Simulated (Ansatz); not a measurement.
## Effective masses and thermopower of NaCoO2 (R-3m)

Here is the system:

```yaml
crystal:
  lattice:
    - [1.44495, 0.83424, 5.12159]
    - [-1.44495, 0.83424, 5.12159]
    - [0.00000, -1.66848, 5.12159]
  atoms:
    - { symbol: Na, position: [0.00000, 0.00000, 0.00000] }
    - { symbol: Co, position: [0.50000, 0.50000, 0.50000] }
    - { symbol: O, position: [0.22915, 0.22915, 0.22915] }
    - { symbol: O, position: [0.77085, 0.77085, 0.77085] }
```

Calculation: PBEsol, rigid bands (plane waves, PAW, scalar-relativistic; Ansatz, a quantum-chemistry and plane-wave program). How the cell was made: cell and atoms relaxed with PBEsol.

```
Item                                                                    Value
--------------------------------------------  -------------------------------
band gap                                                              0.84 eV
electron conductivity mass (300 K, dilute)    1.07 (x), 1.07 (y), 1.59 (z) mₑ
hole conductivity mass (300 K, dilute)           5.1 (x), 5.1 (y), 6.0 (z) mₑ
effective density of states N_c (300 K)                           2.1e20 cm⁻³
effective density of states N_v (300 K)                           1.5e21 cm⁻³
density-of-states mass, electrons                                      4.1 mₑ
density-of-states mass, holes                                         15.4 mₑ
Seebeck coefficient, n-type 1e19 cm⁻³, 300 K                        -475 μV/K
Seebeck coefficient, p-type 1e19 cm⁻³, 300 K                         599 μV/K
```

Rigid bands; masses and Seebeck coefficients take one relaxation time τ for all states and one kind of carrier; polarons and phonon drag are left out. Spin-orbit coupling is left out; where it splits the top of the valence band, N_v and the p-type Seebeck coefficient come out somewhat high without it.

Computed structure with no diffraction record at hand here (it may be known, metastable or hypothetical): NaCoO2 (R-3m). Treated as nonmagnetic, magnetic states not searched for: NaCoO2 (R-3m).
